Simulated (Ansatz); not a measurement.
## PBE against r2SCAN: hypothetical cubic perovskite NaHgBr3

Consider NaHgBr3 in the cubic perovskite structure (space group Pm-3m, No. 221; a = 5.5880 Å; a hypothetical phase, not in the database extracts checked).

(Cell as relaxed with PBE.)

Levels (all Ansatz, an electronic-structure program, PAW): PBE (420 eV, without spin-orbit coupling); r2SCAN (500 eV, no SOC).

Each level relaxes its own structure.

| quantity | PBE | r2SCAN |
|---|---|---|
| volume per atom | 34.90 Å³ | [?] |
| lattice parameter a | 5.588 Å | [?] |
| band gap | zero | [?] |

Task: Given the PBE results, estimate those of r2SCAN.

Result: 
- volume per atom, r2SCAN: 33.87 Å³
- lattice parameter a, r2SCAN: 5.533 Å
- band gap, r2SCAN: zero

PBE's volume per atom lies 1.03 Å³ above r2SCAN's (3.0 %); PBE's lattice parameter a lies 0.055 Å above r2SCAN's (1.0 %); the two agree on the band gap. Neither level is exact; r2SCAN is the comparison here, not a measurement.

Whether these cells are dynamically stable was not tested. All final runs are without spin polarisation. Many cubic perovskites are stable only at high temperature; tilts and polar distortions were not tested. A zero or small gap of NaHgBr3 can be the functional's error rather than a property of the material.
